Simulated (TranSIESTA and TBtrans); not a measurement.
Run with TranSIESTA and TBtrans (open boundaries, self-consistent; PseudoDojo norm-conserving potentials, scalar-relativistic): PAO.BasisSize DZP, PAO.EnergyShift 0.15 eV, XC.Authors PBE, Mesh.Cutoff 200 Ry, ElectronicTemperature 300 K, TS.Voltage 0.0 eV, TBT.Elecs.Eta 0.001 eV, no spin polarisation.

System: Na chain with one bond stretched by 2.0 Å. Leads: straight Na chain, spacing 3.498 Å. Geometry: as built, not relaxed.

Q: Predict: conductance at 300 K (G0 = 2e²/h); mean T from −0.5 to 0.5 eV.

A: conductance at 300 K (G0 = 2e²/h): 0.49; mean T from −0.5 to 0.5 eV: 0.43. The straight chain is held at its spacing; free chains may zigzag or dimerise. No spin-polarised start was tried, so a magnetic state, if there is one, is missed.
